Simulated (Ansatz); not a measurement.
Take SrTiO3 in the cubic perovskite structure (space group Pm-3m, No. 221) as the base.

```
CELL_PARAMETERS angstrom
      3.93649     0.00000     0.00000
      0.00000     3.93649     0.00000
      0.00000     0.00000     3.93649
ATOMIC_POSITIONS crystal
  Sr 0.00000 0.00000 0.00000
  Ti 0.50000 0.50000 0.50000
  O  0.00000 0.50000 0.50000
  O  0.50000 0.50000 0.00000
  O  0.50000 0.00000 0.50000
```

Computed with PBE (Ansatz, a first-principles code), scalar-relativistic without spin-orbit coupling, earlier PAW set.

One change was made to it. Results:

The band gap grows by 0.017 eV (1.85 eV → 1.86 eV); the gap character is still indirect, R → Γ; the lattice parameter a shrinks by 1.1 pm, from 393.6 pm to 392.5 pm.

Task: What was done to the base?
A. pressure 0.3 GPa
B. pressure 10 GPa
C. pressure −2 GPa
D. pressure 1.5 GPa

Result: D, pressure 1.5 GPa. For comparison, the lattice parameter a in the other runs: pressure 10 GPa gives 386.9 pm; pressure 0.3 GPa gives 393.4 pm; pressure −2 GPa gives 395.2 pm.

Load acts through the strain it causes; cell and atoms are relaxed under it. No phonon test of stability was made. Competing high-pressure phases were not computed. All final runs are without spin polarisation. Many cubic perovskites are stable only at high temperature; tilts and polar distortions were not tested.
